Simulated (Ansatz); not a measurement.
The starting structures come from a database of crystals and need not be the phases stable at ambient conditions.

 Where the default PAW files enter, the runs use the earlier of Ansatz's two default sets.

## Evanescent states of Rb$_{2}$NaAlF$_{6}$ (Fm-3m, not sure to be the ambient phase, 10 atoms a cell, 15.1 Å³ an atom, -3 GPa at this level) along the normal of (001)

All values below come from r2SCAN (plane waves, PAW; Ansatz, a first-principles code).

No gap correction and no spin-orbit coupling; mid-gap values are interpolated between computed energies.

Energies count from the valence-band top; κ is the least over a 6×6 mesh across the current.

| E (eV) | κ (1/Å) | where |
|---|---|---|
| 0.17 | 0.358 | Γ |
| 0.53 | 0.442 | Γ |
| 0.88 | 0.489 | Γ |
| 1.23 | 0.521 | Γ |
| 1.57 | 0.543 | Γ |
| 1.93 | 0.558 | Γ |
| 2.27 | 0.568 | Γ |
| 2.62 | 0.573 | Γ |
| 2.98 | 0.573 | Γ |
| 3.33 | 0.570 | Γ |
| 3.67 | 0.563 | Γ |
| 4.03 | 0.552 | Γ |
| 4.38 | 0.539 | Γ |
| 4.72 | 0.522 | Γ |
| 5.08 | 0.501 | Γ |
| 5.42 | 0.477 | Γ |
| 5.78 | 0.448 | Γ |
| 6.12 | 0.414 | Γ |
| 6.47 | 0.372 | Γ |
| 6.83 | 0.321 | Γ |
| 7.17 | 0.253 | Γ |
| 7.53 | 0.148 | Γ |

Question: How thick must the barrier be to attenuate the transmission by 10^8 when the electrodes' Fermi level lies at 0.17 eV, and what attenuation does that film give at 4.03 eV?

Answer: d = 8 ln 10 / (2 × 0.358) = 25.7 Å. At 4.03 eV it gives 8 × 0.552/0.358 = 12.3 decades.
